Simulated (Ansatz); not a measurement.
Consider CaO in the rock salt structure (space group Fm-3m, No. 225).

```xyz
2
Lattice="0.0000 2.4154 2.4154 2.4154 0.0000 2.4154 2.4154 2.4154 0.0000" Properties=species:S:1:pos:R:3 pbc="T T T"
Ca     0.0000     0.0000     0.0000
O      2.4154     2.4154     2.4154
```

Method: PBE (Ansatz, a quantum-chemistry and plane-wave program, PAW, without spin-orbit coupling).

One change was made to it. Results:

```tsv
quantity	base	after
gap character	indirect, Γ → X	indirect, Γ → X
band gap	3.66 eV	3.66 eV
smallest direct gap	4.03 eV	4.03 eV
shortest interatomic distance	2.415 Å	2.413 Å
```

### Question
What was done to the base?
(A) pressure −1 GPa
(B) pressure 1.5 GPa
(C) pressure 3 GPa
(D) pressure 0.3 GPa
(E) pressure 10 GPa

### Answer
D, pressure 0.3 GPa. For comparison, the shortest interatomic distance in the other runs: pressure −1 GPa gives 2.423 Å; pressure 10 GPa gives 2.352 Å; pressure 1.5 GPa gives 2.404 Å; pressure 3 GPa gives 2.394 Å.

Load acts through the strain it causes; cell and atoms are relaxed under it. No phonon test of stability was made. No other phases were tried under pressure.
